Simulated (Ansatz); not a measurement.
Take CdS in the zinc blende structure (space group F-43m, No. 216) as the base.

```yaml
crystal:
  lattice:
    - [0.00000, 2.93953, 2.93953]
    - [2.93953, 0.00000, 2.93953]
    - [2.93953, 2.93953, 0.00000]
  atoms:
    - { symbol: S, position: [0.75000, 0.75000, 0.75000] }
    - { symbol: Cd, position: [0.00000, 0.00000, 0.00000] }
```

Cartesian axes are those of the cell as printed.

All numbers come from r2SCAN (Ansatz, an electronic-structure program, PAW, scalar-relativistic without spin-orbit coupling), earlier PAW set.

For the base:

```
Quantity                            Result
---------------------  -------------------
Valence-band top at Γ  0.00, 0.00, 0.00 eV
```

The change: tensile biaxial strain of 0.76 % in the plane normal to [111], as in epitaxy on a mismatched substrate; the out-of-plane cell vector and the atoms relax.

Q: What happens to the valence-band top at Γ?

A: The valence-band top at Γ (three highest levels, from the VBM) goes from 0.00, 0.00, 0.00 eV to 0.00, -0.05, -0.05 eV.

Q: How does this affect the out-of-plane strain?

A: The out-of-plane strain is -0.69 %.

The levels and masses belong to the bands next to the band gap. No phonon test of stability was made.
